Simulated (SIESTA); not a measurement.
Input and output of a self-consistent single point for SrCaI₄ (P1, 6 atoms in the cell) (SIESTA).

Level of theory: GGA PBEsol, numerical atomic orbitals DZP, PseudoDojo PBEsol standard norm-conserving potentials (rewritten from UPF to PSML) in SIESTA 5.4.2.

The change in words: lattice scaled by 0.98. Reference geometry:
```
CELL_PARAMETERS angstrom
      7.28074     0.00000     0.00000
      0.00000     4.66211     0.00000
     -0.03196     0.00000     8.10929
ATOMIC_POSITIONS crystal
  Sr 0.00132 0.00308 0.99831
  Ca 0.00124 0.50009 0.49820
  I  0.23815 0.99865 0.34718
  I  0.76100 0.00304 0.65275
  I  0.24960 0.50046 0.82449
  I  0.74868 0.49467 0.17907
```

Reference input (self-consistent single point, DFT, GGA PBEsol, numerical atomic orbitals DZP, PseudoDojo PBEsol standard norm-conserving potentials (rewritten from UPF to PSML)): XC.functional = GGA; XC.authors = PBEsol; potentials = PseudoDojo PBEsol standard; PAO.BasisSize = DZP; PAO.EnergyShift = 0.01 Ry; MeshCutoff = 300 Ry; kgrid.MonkhorstPack = 2 3 2; OccupationFunction = FD; ElectronicTemperature = 10 K; MaxSCFIterations = 150; SCF.Mixer.Method = Pulay; SCF.Mixer.Weight = 0.2. This run's input differs from it in these lines:

```diff
@@ -13,5 +13,5 @@
 %block LatticeVectors
-     7.280740000    0.000000000    0.000000000
-     0.000000000    4.662110000    0.000000000
-    -0.031958000    0.000000000    8.109287000
+     7.135125000    0.000000000    0.000000000
+     0.000000000    4.568868000    0.000000000
+    -0.031319000    0.000000000    7.947101000
 %endblock LatticeVectors
@@ -19,8 +19,8 @@
 %block AtomicCoordinatesAndAtomicSpecies
-     0.009679179    0.014377947   -0.013712804  1
-    -0.006871452    2.331483914    4.040030565  2
-     1.722834767   -0.006289186    2.815414698  3
-     5.519782524    0.014191463    5.293345199  3
-     1.790952903    2.333204233    6.685993601  3
-     5.445214391    2.306196629    1.452138132  3
+     0.009485596    0.014090389   -0.013438548  1
+    -0.006734103    2.284854336    3.959229824  2
+     1.688377968   -0.006163403    2.759106314  3
+     5.409386616    0.013907634    5.187478125  3
+     1.755133663    2.286540248    6.552273515  3
+     5.336309925    2.260072796    1.423095323  3
 %endblock AtomicCoordinatesAndAtomicSpecies
```

Log, with long lists cut:

```
        iscf     Eharris(eV)        E_KS(eV)     FreeEng(eV)     dDmax    Ef(eV) dHmax(eV)
   scf:    1    -3392.838679    -3391.890157    -3391.890157  1.538010 -2.459962  3.427703
   scf:    2    -3392.183228    -3392.048133    -3392.048133  0.022540 -2.859630  2.392894
   scf:    3    -3392.202051    -3392.144015    -3392.144015  0.040812 -3.610521  0.587276
   scf:    4    -3392.164099    -3392.156406    -3392.156406  0.016218 -3.912855  0.053411
   scf:    5    -3392.157004    -3392.156754    -3392.156754  0.004351 -3.928491  0.014102
   scf:    6    -3392.156773    -3392.156766    -3392.156766  0.000991 -3.939310  0.003371
   scf:    7    -3392.156769    -3392.156768    -3392.156768  0.000481 -3.936967  0.002125
   scf:    8    -3392.156768    -3392.156768    -3392.156768  0.000154 -3.937670  0.000927
   scf:    9    -3392.156768    -3392.156768    -3392.156768  0.000060 -3.938269  0.000136
   scf:   10    -3392.156768    -3392.156768    -3392.156768  0.000008 -3.938133  0.000252
SCF Convergence by DM+H criterion
max |DM_out - DM_in|         :     0.0000078566
max |H_out - H_in|      (eV) :     0.0002521345
SCF cycle converged after 10 iterations

Using DM_out to compute the final energy and forces

siesta: E_KS(eV) =            -3392.1568

siesta: E_KS - E_eggbox =     -3392.1568

siesta: Atomic forces (eV/Ang):
     1   -0.139107   -0.135676    0.115453
     2   -0.064689    0.018134    0.118432
     3    0.690512    0.017734   -0.123358
     4   -0.593942   -0.044371    0.057924
     5    0.536387    0.038736   -0.077874
     6   -0.429476    0.105983   -0.090801
   Tot   -0.000314    0.000540   -0.000223
   Max    0.690512
   Res    0.280799    sqrt( Sum f_i^2 / 3N )
   Max    0.690512    constrained

   [... lines left out ...]
siesta: FreeEng =     -3392.156768
siesta: Cell volume =        259.071076 Ang**3
siesta:          11.11578518         17.80004469  kBar
   [... lines left out ...]
   4  7.116   1.739   0.075   1.710   1.763   1.973  -0.010  -0.032  -0.144
   [... 5 lines left out ...]

mulliken: Qtot =       48.000

Mulliken Atomic Populations:
Atom #   charge [q] valence [e]  Species
     1     0.360720    9.639280  Sr
     2     0.160665    9.839335  Ca
     3    -0.118305    7.118305  I
     4    -0.115785    7.115785  I
     5    -0.147419    7.147419  I
     6    -0.139876    7.139876  I
 Total    -0.000000
```

The run converged in 10 iterations. Against the reference run the free energy goes up by 3.5 meV/atom, the pressure goes from -0.60 to 1.11 GPa, the largest force goes from 0.367 to 0.702 eV/Å and the gap on the mesh goes from 4.154 to 4.338 eV.

The starting cell comes from a database of computed structures (which also holds hypothetical and non-ambient phases and stackings), without a prior relaxation at this level. Its atoms were displaced at random from the sites of space group no. 10. For this run, on top of that: lattice scaled by 0.98. Spin-orbit coupling is off. Values carry the incompleteness of an atom-centred basis. The basis of the alkali or alkaline-earth atoms may lack their empty d shell, which can raise the gap.
